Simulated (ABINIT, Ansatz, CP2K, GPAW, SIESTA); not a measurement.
Code comparison for PbSe (Fm-3m, 2 atoms in the cell)

Band-structure calculation.

```xyz
2
Lattice="0.0000 3.0600 3.0600 3.0600 0.0000 3.0600 3.0600 3.0600 0.0000" Properties=species:S:1:pos:R:3 pbc="T T T"
Pb     0.0000     0.0000     0.0000
Se     3.0600     3.0600     3.0600
```

Shared settings, as Ansatz (a first-principles code) writes them: kpoints.mp_grid.grid = 6 6 6; scf.occupations.method = fermi_dirac; scf.occupations.width = 0.01 eV. Potentials and cutoffs stand in the table.

| code | model | gap along the path (eV) | smallest direct gap (eV) | cutoff |
|---|---|---|---|---|
| ABINIT | PBE, norm-conserving pseudopotentials (PseudoDojo nc-sr-05 PBE standard) | 0.29 | 0.29 | 43 Ha |
| GPAW | PBE, GPAW PAW datasets PBE (gpaw-data 1.0.1) | 0.24 | 0.24 | 600 eV |
| CP2K | PBE, GPW, DZVP-MOLOPT-SR-GTH basis, GTH-PBE potentials (GTH_POTENTIALS) | 0.32 | 0.32 | grid 400 Ry |
| SIESTA | GGA PBE, numerical atomic orbitals TZP, PseudoDojo PBE standard norm-conserving potentials (rewritten from UPF to PSML) | 0.41 | 0.41 | grid 400 Ry |
| Ansatz | PBE, default PAW files | 0.29 | 0.29 | default |

On Ansatz's run: spin-orbit coupling is off.

The spread over the programs that give each value: gap along the path within 0.17 eV; smallest direct gap within 0.17 eV.

CP2K and SIESTA use small atom-centred bases, whose incompleteness enters pressures, forces and empty levels differently from a plane-wave cutoff.

The starting cell has typed, rounded lattice constants, without a prior relaxation at this level.

Left out of this page: Quantum ESPRESSO and Elk (not drawn, or without a comparable value); FLEUR (with a known weakness of the program).

Keys are those of Ansatz 0.2.
